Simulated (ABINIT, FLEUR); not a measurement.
An ABINIT input for a self-consistent single point of Cr3Ge (Pm-3n, 8 atoms in the cell) (DFT, PBEsol, plane waves, PAW (JTH v2.0 PBE PAW, files made for PBE)):

```
# Cr3Ge, JTH v2.0 PBE PAW
pp_dirpath "./"
pseudos "Cr.GGA_PBE-JTH.xml, Ge.GGA_PBE-JTH.xml"
acell 4.5498450000 4.5498450000 4.5498450000 Angstrom
rprim
         1.0000000000    0.0000000000    0.0000000000
         0.0000000000    1.0000000000    0.0000000000
         0.0000000000    0.0000000000    1.0000000000
natom 8
ntypat 2
znucl 24 32
typat 1 1 1 1 1 1 2 2
xred
         0.2500000000    0.0000000000    0.5000000000
         0.7500000000    0.0000000000    0.5000000000
         0.5000000000    0.7500000000    0.0000000000
         0.5000000000    0.2500000000    0.0000000000
         0.0000000000    0.5000000000    0.7500000000
         0.0000000000    0.5000000000    0.2500000000
         0.0000000000    0.0000000000    0.0000000000
         0.5000000000    0.5000000000    0.5000000000
ecut 816 eV
pawecutdg 1633 eV
pawxcdev 0
ixc -116133
occopt 7
tsmear 0.00999582
nband 70
kptopt 1
ngkpt 5 5 5
nshiftk 1
shiftk 0 0 0
nstep 100
tolvrs 1.0e-12
prtwf 0
prtden 0
enunit 1
```

Task: Write the same calculation as an input for FLEUR.

Result: This is the input that was run; spellings and numerical settings could be chosen otherwise.

Input of the input generator:

```
Cr3Ge crystal
&input film=f /
8.5979609595 0.0000000000 0.0000000000
0.0000000000 8.5979609595 0.0000000000
0.0000000000 0.0000000000 8.5979609595
1.0
1.0 1.0 1.0

8
24 0.2500000000 0.0000000000 0.5000000000
24 0.7500000000 0.0000000000 0.5000000000
24 0.5000000000 0.7500000000 0.0000000000
24 0.5000000000 0.2500000000 0.0000000000
24 0.0000000000 0.5000000000 0.7500000000
24 0.0000000000 0.5000000000 0.2500000000
32 0.0000000000 0.0000000000 0.0000000000
32 0.5000000000 0.5000000000 0.5000000000

&comp jspins=1 /
&exco xctyp='PBEs' /
&kpt div1=5 div2=5 div3=5 /
&end /
```

```xml
<?xml version="1.0" encoding="UTF-8" standalone="no"?>
<fleurInput fleurInputVersion="0.39">
   <comment>
      Cr3Ge crystal                                                                                       
   </comment>
   <calculationSetup>
      <cutoffs Kmax="4.1" Gmax="16.4" GmaxXC="16.4" numbands="0"/>
      <scfLoop itmax="80" minDistance="0.00001" maxIterBroyd="15" imix="Anderson" alpha="0.05" precondParam="0.0" spinf="2.0"/>
      <coreElectrons ctail="T" frcor="F" kcrel="0" coretail_lmax="0"/>
      <xcFunctional name="PBEs" relativisticCorrections="F"/>
      <magnetism jspins="1"/>
      <soc l_soc="F" theta="0.0" phi="0.0" spav="F"/>
      <expertModes spex="0" secvar="F"/>
      <geometryOptimization l_f="T" forcealpha="1.0" forcemix="BFGS" epsdisp="0.00001" epsforce="0.00001"/>
      <ldaU l_linMix="F" mixParam="0.05" spinf="1.0"/>
   </calculationSetup>
   <cell>
      <bzIntegration valenceElectrons="112.0" mode="gauss" fermiSmearingEnergy="0.00999582">
         <kPointListSelection listName="default-1"/>
         <!-- k-points included here -->
         <xi:include xmlns:xi="http://www.w3.org/2001/XInclude" href="kpts.xml"> </xi:include>
      </bzIntegration>
      <!-- symmetry operations included here -->
      <xi:include xmlns:xi="http://www.w3.org/2001/XInclude" href="sym.xml"> </xi:include>
      <bulkLattice scale="1.0">
         <bravaisMatrix>
            <row-1>    8.5979609594999999     0.0000000000000000     0.0000000000000000</row-1>
            <row-2>    0.0000000000000000     8.5979609594999999     0.0000000000000000</row-2>
            <row-3>    0.0000000000000000     0.0000000000000000     8.5979609594999999</row-3>
         </bravaisMatrix>
      </bulkLattice>
   </cell>
   <atomSpecies>
      <species name="Chromium (Cr)" element="Cr" atomicNumber="24">
         <mtSphere radius="2.01" gridPoints="695" logIncrement="0.017"/>
         <atomicCutoffs lmax="8" lnonsphr="6"/>
         <electronConfig flipSpins="F">
            <coreConfig>(1s1/2) (2s1/2) (2p1/2) (2p3/2)</coreConfig>
            <valenceConfig>(3s1/2) (3p1/2) (3p3/2) (4s1/2) (3d3/2) (3d5/2)</valenceConfig>
            <stateOccupation state="(4s1/2)" spinUp="0.5" spinDown="0.5"/>
            <stateOccupation state="(3d3/2)" spinUp="1.0" spinDown="1.0"/>
            <stateOccupation state="(3d5/2)" spinUp="1.5" spinDown="1.5"/>
         </electronConfig>
         <energyParameters s="4" p="4" d="3" f="4"/>
         <lo type="SCLO" l="0" n="3" eDeriv="0"/>
         <lo type="SCLO" l="1" n="3" eDeriv="0"/>
      </species>
      <species name="Germanium (Ge)" element="Ge" atomicNumber="32">
         <mtSphere radius="2.48" gridPoints="857" logIncrement="0.015"/>
         <atomicCutoffs lmax="10" lnonsphr="8"/>
         <electronConfig flipSpins="F">
            <coreConfig>(1s1/2) (2s1/2) (2p1/2) (2p3/2) (3s1/2) (3p1/2) (3p3/2)</coreConfig>
            <valenceConfig>(4s1/2) (3d3/2) (3d5/2) (4p1/2) (4p3/2)</valenceConfig>
            <stateOccupation state="(4p1/2)" spinUp="0.3333333333333" spinDown="0.3333333333333"/>
            <stateOccupation state="(4p3/2)" spinUp="0.6666666666667" spinDown="0.6666666666667"/>
         </electronConfig>
         <energyParameters s="4" p="4" d="3" f="4"/>
         <lo type="HELO" l="2" n="4" eDeriv="0"/>
      </species>
   </atomSpecies>
   <atomGroups>
      <atomGroup species="Chromium (Cr)">
         <relPos label="                   1">1.000/4.000 .0000000000 1.000/2.000</relPos>
         <relPos label="                   2">-1.000/4.000 .0000000000 1.000/2.000</relPos>
         <relPos label="                   3">1.000/2.000 -1.000/4.000 .0000000000</relPos>
         <relPos label="                   4">1.000/2.000 1.000/4.000 .0000000000</relPos>
         <relPos label="                   5">.0000000000 1.000/2.000 -1.000/4.000</relPos>
         <relPos label="                   6">.0000000000 1.000/2.000 1.000/4.000</relPos>
         <force calculate="T" relaxXYZ="TTT"/>
      </atomGroup>
      <atomGroup species="Germanium (Ge)">
         <relPos label="                   7">.0000000000 .0000000000 .0000000000</relPos>
         <relPos label="                   8">1.000/2.000 1.000/2.000 1.000/2.000</relPos>
         <force calculate="T" relaxXYZ="TTT"/>
      </atomGroup>
   </atomGroups>
   <output dos="F" band="F" slice="F">
      <checks vchk="F" cdinf="F"/>
      <bandDOS minEnergy="-.5*Htr" maxEnergy="0.5*Htr" sigma="0.015" storeEVData="T"/>
      <vacuumDOS vacdos="F" integ="F" star="F" nstars="0" locx1="0.0" locy1="0.0" locx2="0.0" locy2="0.0" nstm="0" tworkf="0.0"/>
      <unfoldingBand unfoldBand="F" supercellX="1" supercellY="1" supercellZ="1"/>
      <plotting iplot="0" polar="F">
         <plot TwoD="T" vec1="  1.0  0.0  0.0" vec2="  0.0  1.0  0.0" vec3="  0.0  0.0  1.0" zero="  0.0  0.0  0.0" file="plot"/>
      </plotting>
      <chargeDensitySlicing numkpt="0" minEigenval="0.0" maxEigenval="0.0" nnne="0" pallst="F"/>
      <specialOutput eonly="F"/>
      <magneticCircularDichroism mcd="F" energyLo="-10.0" energyUp="0.0"/>
   </output>
  <!-- We include the file relax.xml here to enable relaxations (see documentation) -->
  <xi:include xmlns:xi="http://www.w3.org/2001/XInclude" href="relax.xml"> <xi:fallback/> </xi:include>
</fleurInput>
```

Basis settings and potentials, where a program has them, do not carry over. This input uses DFT, PBEsol, all-electron FLAPW (FLEUR), scalar-relativistic valence.

The starting cell comes from a database of computed structures (which also holds hypothetical and non-ambient phases and stackings), without a prior relaxation at this level. Its lattice was rescaled by a random factor within 2.5 % of one.
